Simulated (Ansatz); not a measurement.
Sc₂B₂Si (model structure, started from the Ti2InB2 type, P-6m2, No. 187, 5 atoms in the cell): properties by level of theory

```json
[
 {"level (code)": "LDA (Ansatz)", "lattice constant a (Å)": "3.103", "c axis length (Å)": "7.680", "bulk modulus B0 (GPa)": "147", "cohesive energy (eV/atom)": "6.64"},
 {"level (code)": "PBE (Ansatz)", "lattice constant a (Å)": "3.156", "c axis length (Å)": "7.812", "bulk modulus B0 (GPa)": "132", "cohesive energy (eV/atom)": "5.74"},
 {"level (code)": "PBEsol (Ansatz)", "lattice constant a (Å)": "3.131", "c axis length (Å)": "7.743", "bulk modulus B0 (GPa)": "139", "cohesive energy (eV/atom)": "6.22"},
 {"level (code)": "r²SCAN (Ansatz)", "lattice constant a (Å)": "3.161", "c axis length (Å)": "7.783", "bulk modulus B0 (GPa)": "136", "cohesive energy (eV/atom)": "5.73"}
]
```

Caveats: the bulk modulus is −V dP/dV from two relaxed cells at ±2 % in volume (LDA, PBE, PBEsol, r²SCAN). Ansatz's density-functional and Hartree–Fock values are scalar-relativistic unless marked +SOC, with PAW data made under PBE.

The crystal itself was run without spin with LDA, PBE, PBEsol, r²SCAN; a magnetic state was not tried in these runs.

Free atoms are spin-polarised, in the lowest state found; at levels without +SOC their spin–orbit coupling is left out.

A model structure was made by putting elements into a prototype or built by hand; it is no filed structure, need not be a known phase, and can be a saddle point held by its symmetry.

Ansatz is a quantum-chemistry and plane-wave program.
